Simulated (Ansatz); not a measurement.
# Habitual settings against a tight run: Lu₃TlC (Pm-3m, 5 atoms in the cell)

Self-consistent single point.

```
Lu3TlC
1.0
    4.68010     0.00000     0.00000
    0.00000     4.68010     0.00000
    0.00000     0.00000     4.68010
Lu Tl C
3 1 1
Cartesian
  2.34005   0.00000   2.34005
  0.00000   2.34005   2.34005
  2.34005   2.34005   0.00000
  0.00000   0.00000   0.00000
  2.34005   2.34005   2.34005
```

Method: r2SCAN, default PAW files made with PBE (plane waves; Ansatz, a program for electronic structure).

Base settings: basis.ecutwfc = 500 eV; kpoints.mp_grid.grid = 6 6 6; hamiltonian.xc = r2scan; hamiltonian.pseudopotentials = {kind: paw} (the program's default PAW files); scf.occupations.method = cold; scf.occupations.width = 0.2 eV.

Tight run (finer mesh or higher cutoff; not a proven limit): basis.ecutwfc: 500 eV → 700 eV; kpoints.mp_grid.grid: 6 6 6 → 9 9 9; scf.convergence.dr2_threshold: default (1e-07 eV) → 1e-09 eV. It gave Fermi level (on the code's own zero) 15.24 eV; pressure 4.55 GPa.

Quick runs, as changes from the base:
- A: the base itself
- B: basis.ecutwfc: 500 eV → 210 eV; kpoints.mp_grid.grid: 6 6 6 → 8 8 8; hamiltonian.xc: r2scan → lda; scf.occupations.method: cold → gaussian; scf.occupations.width: 0.2 eV → 0.5 eV; kpoints.mp_grid.shift: default → 0.5 0.5 0.5; scf.convergence.dr2_threshold: default (1e-07 eV) → 0.0001 eV [LDA (PW92)]
- C: basis.ecutwfc: 500 eV → 210 eV; kpoints.mp_grid.grid: 6 6 6 → 4 4 4; hamiltonian.xc: r2scan → lda [LDA (PW92)]
- D: basis.ecutwfc: 500 eV → 350 eV; kpoints.mp_grid.grid: 6 6 6 → 8 8 8
- E: basis.ecutwfc: 500 eV → 250 eV; kpoints.mp_grid.grid: 6 6 6 → 3 3 3; hamiltonian.xc: r2scan → lda; scf.occupations.method: cold → gaussian; scf.occupations.width: 0.2 eV → 0.272 eV; scf.convergence.dr2_threshold: default (1e-07 eV) → 0.0001 eV [LDA (PW92)]
- F: basis.ecutwfc: 500 eV → 335 eV; kpoints.mp_grid.grid: 6 6 6 → 2 2 2; hamiltonian.xc: r2scan → lda; kpoints.mp_grid.shift: default → 0.5 0.5 0.5 [LDA (PW92)]

Energies are extrapolated to zero smearing width, which holds to low order in the width alone.

Dashes: energy of B, C, E, F, another energy zero; count of B, C, E, F, another kind of functional, whose work the count does not hold.

† marks runs with another functional, U, potentials or spin treatment: their distance from the tight run is not a convergence error alone.

The count of work is k-points × plane waves × bands × iterations; it is no time. 

Pressures in the table are Ansatz's without its Pulay estimate, at a fixed set of plane waves; the tight run's value above holds the estimate.

The starting cell comes from a database of computed structures (which also holds hypothetical and non-ambient phases and stackings), without a prior relaxation at this level. Its lattice was rescaled by a random factor within 2.5 % of one. In the base run, with a pressure of about 5 GPa the cell is away from its equilibrium volume at this level.

| run | energy less tight (meV/atom) | pressure less tight (GPa) | count of work / tight |
|---|---|---|---|
| A | 2.8 | 0.01 | 0.27 |
| B† | – | -179.60 | – |
| C† | – | -179.30 | – |
| D | 15.8 | -0.56 | 0.28 |
| E† | – | -53.06 | – |
| F† | – | -6.69 | – |

Among the runs at the tight run's level, the energy misses run from 2.8 to 15.8 meV/atom.

Keys are those of Ansatz 0.2.
